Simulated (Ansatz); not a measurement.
# Response to strain in La2O3

The reference is La₂O₃ (space group P-3m1, No. 164).

```
CELL_PARAMETERS angstrom
      3.90611     0.00000     0.00000
     -1.95305     3.38279     0.00000
      0.00000     0.00000     6.03995
ATOMIC_POSITIONS crystal
  La 0.33333 0.66667 0.24536
  La 0.66667 0.33333 0.75464
  O  0.00000 0.00000 0.00000
  O  0.33333 0.66667 0.64601
  O  0.66667 0.33333 0.35399
```

Cartesian axes are those of the cell as printed.

Strains are applied to the cell and any free atomic positions relax; under biaxial strain the out-of-plane vector relaxes too; under stress the whole cell relaxes.

Level of theory: DFT with PBEsol, PAW potentials and a 420 eV plane-wave cutoff in Ansatz (a first-principles code), no SOC.

Notes on the quantities. energy relative to the base: free energy F.

| change | gap character | energy relative to the base | band gap | smallest direct gap |
|---|---|---|---|---|
| base | indirect, L → K | 0 meV/atom | 3.77 eV | 3.86 eV |
| biaxial strain −2.31 %, plane normal [001], relaxed out of plane | indirect, K → M | – | 3.69 eV | 3.83 eV |
| isotropic strain −5.33 % | indirect, K → M | +200 meV/atom | 3.57 eV | 3.69 eV |
| isotropic strain −4.99 % | indirect, K → M | +173 meV/atom | 3.60 eV | 3.71 eV |
| uniaxial strain ε_yy = +1.61 % | indirect, M₂ → C | +2.7 meV/atom | 3.71 eV | 3.87 eV |
| uniaxial stress, 0.5 GPa tension along z | – | +0.1 meV/atom | 3.79 eV | 3.86 eV |
| uniaxial stress, 2 GPa tension along x | indirect, k = (0.300, 0.200, -1/2) in the run's primitive reciprocal basis → Γ–C (93 % along) | +2.2 meV/atom | 3.70 eV | 3.87 eV |

Gaps are Kohn–Sham eigenvalue differences; semilocal functionals usually give less than the measured gap. Beyond what the load breaks, stability against distortions was not tested. Labels are those of the standard path for the cell's own space group.
